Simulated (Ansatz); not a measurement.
Fluorite PtAl₂ was calculated with PBE in Ansatz (plane waves, PAW).

Numerical settings: plane-wave cutoff 520 eV, 16×16×16 k mesh, Fermi–Dirac smearing 0.05 eV, scalar-relativistic PAW data made under PBE.

Computed at the level's own relaxed cell.

Problem. What does this level give for the volume per atom, bulk modulus B0, lattice parameter a and pressure derivative B′ of the bulk modulus?

Solution. 
- volume per atom = 17.52 Å³/atom
- bulk modulus B0 = 129 GPa
- lattice parameter a = 5.946 Å
- pressure derivative B′ of the bulk modulus = 4.5

The run finds no gap.

Measured, for comparison: lattice constant a 5.91 Å (temperature not stated, copied from a table, unchecked, not corrected to a static lattice; as tabulated in Crystal Structures 1, 239 (1963)). Computed (rounded) less measured: lattice constant a not scored (unchecked).

Spin–orbit coupling is not included.

Computed values are for the static lattice.

Ansatz is a program for electronic structure.
